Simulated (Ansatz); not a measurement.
For SiC (model structure, started from the cinnabar type, P6₂22, No. 180, 6 atoms in the cell), PBE in Ansatz (PAW) gives:

- lattice constant a: 3.085 Å
- c axis length: 7.062 Å
- formation enthalpy: 0.362 eV/atom

**Question.** What does PBE-D3(BJ) in Ansatz (plane waves, PAW) give for the same quantities?

**Answer.** 
- lattice constant a: 3.057 Å (shrinks by 0.9 %)
- lattice parameter c: 7.019 Å (shrinks by 0.6 %)
- formation enthalpy: 0.265 eV/atom (falls by 0.097 eV/atom)

Changes are worked out from the printed values.

Unless a cell is named, each level is at its own relaxed cell (PBE 9.70, PBE-D3(BJ) 9.47 Å³/atom).

Ansatz's density-functional and Hartree–Fock values are scalar-relativistic unless marked +SOC, with PAW data made under PBE.

A model structure was made by putting elements into a prototype or built by hand; it is no filed structure, need not be a known phase, and can be a saddle point held by its symmetry.

Ansatz is an electronic-structure program.
